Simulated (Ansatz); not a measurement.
White tin (β-Sn), treated with PBE-D3(BJ) (Ansatz, a quantum-chemistry and plane-wave program, PAW).

Numerical settings: plane-wave cutoff 520 eV, 20×20×20 k mesh, Fermi–Dirac smearing 0.05 eV, scalar-relativistic PAW data made under PBE.

Energies at three volumes about the minimum:

| V (Å³/atom) | E − E_lowest (meV/atom) |
|---|---|
| 26.664 | 1.90 |
| 27.208 | 0.00 |
| 27.753 | 1.76 |

Question: Fit a parabola by hand: where is the minimum, and what is the bulk modulus?

Answer: Slopes: (0.00 − 1.90)/(27.208 − 26.664) = -3.493 and (1.76 − 0.00)/(27.753 − 27.208) = 3.229 meV/Å³. Curvature E″ = 2 × (3.229 − (-3.493))/(27.753 − 26.664) = 12.345 meV/Å⁶. From the middle of the first interval, the slope vanishes at V0 = 26.9360 − (-3.493)/12.345 = 27.219 Å³/atom. B = V0 E″ = 27.219 × 12.345 meV/Å³ × 0.1602 GPa per meV/Å³ = 53.8 GPa. The full Birch–Murnaghan fit to all volumes gives V0 = 27.208 Å³/atom and B0 = 53.9 GPa.

Shape and atoms are relaxed at each volume.

Measured, for comparison: bulk modulus 57.0 GPa (temperature not stated, not corrected to a static lattice; as tabulated in Chen et al. (2023), arXiv:2209.05059). Computed less measured: bulk modulus -5 %.
